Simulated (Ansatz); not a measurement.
Results of LDA in Ansatz (plane waves, PAW) for Ge (R-3, No. 148, 8 atoms in the cell; start mp-128; another form than the element's usual one).

Numerical settings: plane-wave cutoff 520 eV, 12×12×12 k mesh, Fermi–Dirac smearing 0.05 eV, scalar-relativistic PAW data made under PBE.

Cell (relaxed at this level):

```xyz
8
Lattice="4.8817 2.8185 1.9353 -4.8817 2.8185 1.9353 0.0000 -5.6369 1.9353" Properties=species:S:1:pos:R:3 pbc="T T T"
Ge     0.0000     0.0000     4.1581
Ge     0.0000     0.0000     1.6479
Ge    -3.3989    -0.8755     2.4911
Ge     3.3989     0.8755     3.3149
Ge     2.4577    -2.5057     2.4911
Ge    -2.4577     2.5057     3.3149
Ge     0.9412     3.3813     2.4911
Ge    -0.9412    -3.3813     3.3149
```

### Question
Predict the bulk modulus B0.

### Answer

- bulk modulus B0 = 67.9 GPa

The run finds no gap.

Note: the bulk modulus is −V dP/dV from two relaxed cells at ±2 % in volume; the relaxation could not lower the start's symmetry, so the cell can be a saddle point above a distorted one.

Static lattice: no zero-point or thermal effects.

Computing time: roughly 23 core-minutes.

A start named mp-… is a Materials Project structure, which need not be a measured phase.

Ansatz is a program for electronic structure.
